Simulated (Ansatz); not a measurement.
Band structure of KI (Fm-3m, 2 atoms in the cell).

```yaml
crystal:
  lattice:
    - [0.00000, 3.53500, 3.53500]
    - [3.53500, 0.00000, 3.53500]
    - [3.53500, 3.53500, 0.00000]
  atoms:
    - { symbol: K, position: [0.00000, 0.00000, 0.00000] }
    - { symbol: I, position: [0.50000, 0.50000, 0.50000] }
```

Computed with PBE (plane waves, PAW; Ansatz, an electronic-structure program).

Settings: kpoints.mp_grid.grid = 4 4 4; hamiltonian.xc = pbe; hamiltonian.pseudopotentials = {kind: paw} (the program's default PAW files); scf.occupations.method = fermi_dirac; scf.occupations.width = 0.05 eV; kpoints.band_path.npoints = 8.

The starting cell has typed, rounded lattice constants, without a prior relaxation at this level. Spin-orbit coupling is off.

Q: Predict the gap along the standard path and the places of the band edges.

A: The gap along the path is 3.96 eV, direct at Γ to within 0.01 eV.

Levels in eV from the top of the valence band on the path, bands 10 to 16:
```tsv
point	10	11	12	13	14	15	16
Γ	-10.50	0.00	0.00	0.00	3.96	6.51	6.51
X	-10.36	-0.99	-0.36	-0.36	4.94	5.77	8.10
W	-10.30	-0.72	-0.72	-0.60	6.47	6.47	6.64
K	-10.30	-0.85	-0.75	-0.38	5.62	6.64	7.62
L	-10.22	-1.31	-0.33	-0.33	5.53	7.70	8.16
U	-10.30	-0.85	-0.75	-0.38	5.62	6.64	7.62
```

Keys are those of Ansatz 0.2.
